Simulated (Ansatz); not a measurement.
# A computed series for PbS: pressure series

Start from PbS in the rock salt structure (space group Fm-3m, No. 225; a = 6.0089 Å).

Cell and atoms are relaxed at each pressure.

Calculations: Ansatz (a quantum-chemistry and plane-wave program), PBE, PAW, cutoff 420 eV, scalar-relativistic without spin-orbit coupling.

```
pressure (GPa)  volume per atom (Å³/atom)
--------------  -------------------------
-2                                 28.274
-1                                 27.669
0                                  27.120
1.8                                26.272
9                                  23.819
18                                      ?
45                                 18.491
60                                 17.318
```

Task: Fit the third-order Birch–Murnaghan form P(V) = (3B₀/2)[(V₀/V)^(7/3) − (V₀/V)^(5/3)]·[1 + (3/4)(B₀′ − 4)((V₀/V)^(2/3) − 1)] (squares taken in P) to the rows shown and predict the withheld row.

Result: Least squares on the printed values gives V₀ = 27.123 Å³/atom, B₀ = 53.9 GPa, B₀′ = 4.0; this predicts 21.857 Å³/atom, and the run gives 21.843 Å³/atom, 0.014 lower.

A case with no gap was solved on a k-mesh chosen for an insulator, which is coarse for it. Load acts through the strain it causes; cell and atoms are relaxed under it. Whether these cells are dynamically stable was not tested. Competing high-pressure phases were not computed. The final runs are not spin-polarised.
